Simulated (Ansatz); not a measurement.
Take MgS in the rock salt structure (space group Fm-3m, No. 225; a = 5.1820 Å) as the base.

Level of theory: PBEsol in Ansatz (plane waves to 420 eV, PAW, without spin-orbit coupling).

Base values:

* **Valley order**: X along ⟨100⟩ 2.73 eV; Γ 3.69 eV
* **Width of the top valence band**: 2.43 eV
* **Smallest direct gap**: 3.69 eV

One thing is altered: every lattice vector is stretched by 1.06 %; the atoms relax in the strained cell.

### Question
Predict the new valley order, width of the top valence band, smallest direct gap and energy relative to the base.

### Answer
The valley order (the lowest conduction-band minima on the path, energy above the VBM, named in the base's zone) changes from X along ⟨100⟩ 2.73 eV; Γ 3.69 eV to X along ⟨100⟩ 2.66 eV; Γ 3.45 eV; the width of the top valence band falls by 0.09 eV (2.43 eV → 2.34 eV); the smallest direct gap falls by 0.24 eV to 3.45 eV; the energy goes up by 4.1 meV/atom.

Stability against distortions was not tested.

Ansatz is a quantum-chemistry and plane-wave program.
